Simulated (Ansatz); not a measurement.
An Ansatz (a program for electronic structure) input (Ansatz PBEsol, without spin-orbit coupling):

Ansatz 0.2 input:
```yaml
crystal:
  lattice:
    - [5.9029732595, 0, 0]
    - [0, 5.9029732595, 0]
    - [0, 0, 5.9029732595]
  atoms:
    - { symbol: Rb, position: [0, 0, 0] }
    - { symbol: Hg, position: [0.5, 0.5, 0.5] }
    - { symbol: I, position: [0, 0.5, 0.5] }
    - { symbol: I, position: [0.5, 0.5, 0] }
    - { symbol: I, position: [0.5, 0, 0.5] }
basis: { ecutwfc: 420, ecutrho_ratio: 4, xc_grid: 2, fft_grid_basis: typed }
kpoints: { mp_grid: { grid: [8, 8, 8] } }
hamiltonian:
  xc: pbesol
  dispersion: none
  pseudopotentials: { kind: paw }
scf: { occupations: { method: fermi_dirac, width: 0.05 }, convergence: { dr2_threshold: 0.0000000005 } }
output: { forces: true, stress: true }
```

**Question.** Which symmetry and how many k-points will the program report, and about how many plane waves at Γ?

**Answer.** Space group Pm-3m (ITA 221) with 48 operations, k-points 35 of 512, and 3959 plane waves at Γ.

No phonon test of stability was made. All final runs are without spin polarisation. The cell is RbHgI₃ in the cubic perovskite structure (space group Pm-3m, No. 221; a hypothetical phase, not in the database extracts checked). Many cubic perovskites are stable only at high temperature; tilts and polar distortions were not tested.
